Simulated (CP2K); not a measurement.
```
CELL_PARAMETERS angstrom
      4.29545     0.00000     0.00000
     -2.14772     3.71997     0.00000
      0.00000     0.00000     4.86555
ATOMIC_POSITIONS crystal
  Se 0.00000 0.22500 0.66667
  Se 0.78641 0.78641 0.00000
  Se 0.22500 0.00000 0.33333
```

Level of theory: LDA (Pade form), GAPW, pob-TZVP-rev2 basis, all electrons, non-relativistic in CP2K.

The set-up and first iterations of a CP2K log for Se (C2, 3 atoms in the cell):

```
 GLOBAL| Method name                                                        CP2K
 GLOBAL| Project name                                                         se
 GLOBAL| Run type                                                   ENERGY_FORCE

 CELL| Volume [angstrom^3]:                                            77.746306
 CELL| Vector a [angstrom]:       4.295     0.000     0.000   |a| =     4.295448
 CELL| Vector b [angstrom]:      -2.148     3.720     0.000   |b| =     4.295448
 CELL| Vector c [angstrom]:       0.000     0.000     4.866   |c| =     4.865553
 CELL| Angle (b,c), alpha [degree]:                                    90.000000
 CELL| Angle (a,c), beta  [degree]:                                    90.000000
 CELL| Angle (a,b), gamma [degree]:                                   120.000001
 CELL| Numerically orthorhombic:                                              NO
   [... lines left out ...]
 BRILLOUIN| K-point symmetry accuracy                               0.100000E-05
 BRILLOUIN| K-Point point group symmetrization                               OFF
 BRILLOUIN| Wavefunction type                                            COMPLEX
 BRILLOUIN| List of Kpoints [2 Pi/Bohr]                                       10
 BRILLOUIN| Number           Weight            X              Y              Z
 BRILLOUIN|     1           0.11111       -0.33333       -0.33333        0.00000
 BRILLOUIN|     2           0.11111       -0.33333       -0.33333        0.50000
 BRILLOUIN|     3           0.11111       -0.33333        0.00000        0.00000
   [... 7 lines left out ...]
 *******************************************************************************

 Extrapolation method: initial_guess

 Re-scaling the density matrix to get the right number of electrons
                  # Electrons              Trace(P)               Scaling factor
                          102               102.000                        1.000

 Number of electrons:                                                        102
 Number of occupied orbitals:                                                 51
 Number of molecular orbitals:                                                68

 Number of orbital functions:                                                123
 Number of independent orbital functions:                                    123
 SCF WAVEFUNCTION OPTIMIZATION

  Step     Update method      Time    Convergence         Total energy    Change
     1 NoMix/Diag. 0.20E+00      -     0.21361502     -7194.9566890762 -7.19E+03
     2 Broy./Diag. 0.20E+00      -     0.00619976     -7194.7940966728  1.63E-01
     3 Broy./Diag. 0.20E+00      -     0.01770630     -7194.5288099200  2.65E-01
     4 Broy./Diag. 0.20E+00      -     0.01076328     -7194.3770295386  1.52E-01
     5 Broy./Diag. 0.20E+00      -     0.01389362     -7194.4728231591 -9.58E-02
     6 Broy./Diag. 0.20E+00      -     0.00702369     -7194.3954044480  7.74E-02
```

Problem. Will this run converge, and how will it end?

Solution. The run ended unconverged after 100 iterations. It gives no final result for the task that was set. The log goes on:

```
   [... 90 lines left out ...]
    97 Broy./Diag. 0.20E+00      -     0.00614864     -7194.4323726863  8.69E-06
    98 Broy./Diag. 0.20E+00      -     0.00627547     -7194.4323794407 -6.75E-06
    99 Broy./Diag. 0.20E+00      -     0.00640492     -7194.4323723182  7.12E-06
   100 Broy./Diag. 0.20E+00      -     0.00653700     -7194.4323771061 -4.79E-06
  Leaving inner SCF loop after reaching   100 steps.

  Overlap energy of the core charge distribution:               0.00000115022040
  Self energy of the core charge distribution:              -1918.24458406237136
  Core Hamiltonian energy:                                  -5824.09795543893233
  Hartree energy:                                             192.10721688391027
  Exchange-correlation energy:                                -40.45500050661298

  GAPW| Exc from hard and soft atomic rho1:                  -210.71864976059501
  GAPW| local Eh = 1 center integrals:                        606.97659462829711
  Electronic entropic energy:                                  -0.00000000000000
  Fermi energy:                                                 0.24739783271993

  Total energy:                                             -7194.43237710608446
  Total energy (extrapolated to T->0):                      -7194.43237710608446

   [... lines left out ...]
 * /| |                                                                        *
 * / \                                                            qs_scf.F:702 *
 *******************************************************************************

 ===== Routine Calling Stack =====

            4 scf_env_do_scf
            3 qs_energies
            2 qs_forces
            1 CP2K
Abort(1) on node 0 (rank 0 in comm 0): application called MPI_Abort(MPI_COMM_WORLD, 1) - process 0
```

The starting cell has typed, rounded lattice constants, without a prior relaxation at this level. Its lattice was rescaled by up to half a per cent. One atom was moved a little off its site on purpose. For this run, on top of that: lattice scaled by 0.98. Values carry the incompleteness of an atom-centred basis.

The run was DFT LDA (Pade form), GAPW, pob-TZVP-rev2 basis, all electrons, non-relativistic. Main settings of its input:

```
setting                                value
----------------------  --------------------
CUTOFF                                400 Ry
REL_CUTOFF                             60 Ry
SMEAR/METHOD                     FERMI_DIRAC
ELECTRONIC_TEMPERATURE              116.05 K
KPOINTS/SCHEME          MONKHORST-PACK 3 3 2
GAMMA_CENTERED                             T
XC_FUNCTIONAL                           PADE
Se/BASIS_SET                   pob-TZVP-rev2
Se/POTENTIAL                             ALL
METHOD                                  GAPW
EPS_DEFAULT                            1e-10
NGRIDS                                     5
```
